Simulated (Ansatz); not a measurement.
**A constructed model of the (111) surface of fcc Ag, (√3x√3)R30° layer of F, one a cell, in the other hollow (bottom of the slab: a bare face, its two planes held)**

Calculation: PBE (plane waves to 420 eV, PAW; Ansatz, a quantum-chemistry and plane-wave program).

Model: 19-atom slab, 13.3 Å thick at the start, 9x9x1 mesh, Fermi-Dirac 0.1 eV, dipole correction, 6 atoms held, the rest relaxed; start symmetry kept, larger cells not searched; no spin, no spin-orbit, no U. In PBE it is, or lies within 0.01 eV a 1x1 cell of, the lowest of the 2 structures of its composition computed so far; larger cells were not tried.

* **work function of the top face**: 6.16 eV
* **energy released by relaxation**: 0.34 eV
* **cost**: very roughly 7 core-minutes
